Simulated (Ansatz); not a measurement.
Sr₂ZrTiO₆ (model structure, P4/mmm, No. 123, 10 atoms in the cell), treated with PBEsol (plane waves, PAW; Ansatz, a quantum-chemistry and plane-wave program).

Settings: plane-wave cutoff 520 eV, 8×8×4 k mesh (along the axes of the cell as run), Fermi–Dirac smearing 0.01 eV, no spin polarisation, scalar-relativistic PAW data made under PBE.

Cell (relaxed with PBEsol):

```
CELL_PARAMETERS angstrom
      4.03117     0.00000     0.00000
      0.00000     4.03117     0.00000
      0.00000     0.00000     7.99433
ATOMIC_POSITIONS crystal
  Sr 0.00000 0.00000 0.76416
  O  0.50000 0.50000 0.76174
  Ti 0.50000 0.50000 0.00000
  O  0.50000 0.00000 0.00000
  O  0.00000 0.50000 0.00000
  Sr 0.00000 0.00000 0.23584
  O  0.50000 0.50000 0.23826
  Zr 0.50000 0.50000 0.50000
  O  0.50000 0.00000 0.50000
  O  0.00000 0.50000 0.50000
```

What does this level give for the band gap and smallest direct gap on the k points sampled?


- band gap: 1.84 eV
- smallest direct gap on the k points sampled: 2.09 eV

Note: the relaxation could raise the start's symmetry but not lower it, so the cell can be a saddle point.

Spin–orbit coupling is not included.

Computed values are for the static lattice.

A model structure was made by putting elements into a prototype or built by hand; it is no filed structure, need not be a known phase, and can be a saddle point held by its symmetry.
